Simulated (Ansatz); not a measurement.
ZnO under load (space group P6_3mc): band-edge transport data

Here is the system:

```
ZnO
1.0
    3.21508     0.00000     0.00000
   -1.60754     2.78434     0.00000
    0.00000     0.00000     5.23859
Zn O
2 2
Direct
  0.66667   0.33333   0.50190
  0.33333   0.66667   0.00190
  0.66667   0.33333   0.87841
  0.33333   0.66667   0.37841
```

These are PBEsol with spin-orbit coupling, rigid bands (plane waves, PAW; Ansatz, a program for electronic structure) values and carry that method's errors. Condition of this run: biaxial stress xx = yy = 1 GPa (compression positive) (the target of the relaxation). How the cell was made: cell and atoms relaxed with PBEsol, then loaded as said.

```
Item                                                                                                                                                              Value
---------------------------------------------------------------------------------------------------------------------------------------  ------------------------------
band gap                                                                                                                                                        0.68 eV
electron conductivity mass (300 K, dilute)                                                                                                                     0.153 mₑ
hole conductivity mass (300 K, dilute)                                                                                                   1.85 (x), 1.85 (y), 2.7 (z) mₑ
effective density of states N_c (300 K)                                                                                                                     1.4e18 cm⁻³
effective density of states N_v (300 K)                                                                                                                     7.8e19 cm⁻³
density-of-states mass, electrons                                                                                                                              0.143 mₑ
density-of-states mass, holes                                                                                                                                    2.1 mₑ
Seebeck coefficient, n-type 1e19 cm⁻³, 300 K                                                                                                                   -92 μV/K
best n-type power factor at 300 K for τ = 10 fs (best axis; densities from 1e16 to 1e21 cm⁻³ tried, whether or not they can be reached)    1.43 μW/(cm·K²) at 3e18 cm⁻³
Seebeck coefficient, p-type 1e19 cm⁻³, 300 K                                                                                                                   434 μV/K
```

Rigid bands; masses and Seebeck coefficients take one relaxation time τ for all states and one kind of carrier; polarons and phonon drag are left out.
